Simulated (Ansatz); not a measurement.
# GaGe2N (model structure, started from the BC2N type, R3m, No. 160, 4 atoms in the cell): properties by level of theory

| level (code) | equilibrium lattice constant a (Å) | c axis length (Å) | bulk modulus (GPa) | cohesive energy (eV/atom) |
|---|---|---|---|---|
| PBE (Ansatz) | 3.648 | 18.882 | 67.1 | 3.44 |
| PBEsol (Ansatz) | 3.582 | ? | 77.4 | 3.86 |
| r²SCAN (Ansatz) | 3.629 | 18.316 | ? | 3.43 |

Some entries are withheld; supply them.


- PBEsol (Ansatz, an electronic-structure program), c axis length (Å): 18.612
- r²SCAN (Ansatz), bulk modulus (GPa): 80.3

Caveats: the bulk modulus is −V dP/dV from two relaxed cells at ±2 % in volume (PBE, PBEsol, r²SCAN). Ansatz's density-functional and Hartree–Fock values are scalar-relativistic unless marked +SOC, with PAW data made under PBE.

Free atoms are spin-polarised, in the lowest state found; at levels without +SOC their spin–orbit coupling is left out.

A model structure was made by putting elements into a prototype or built by hand; it is no filed structure, need not be a known phase, and can be a saddle point held by its symmetry.
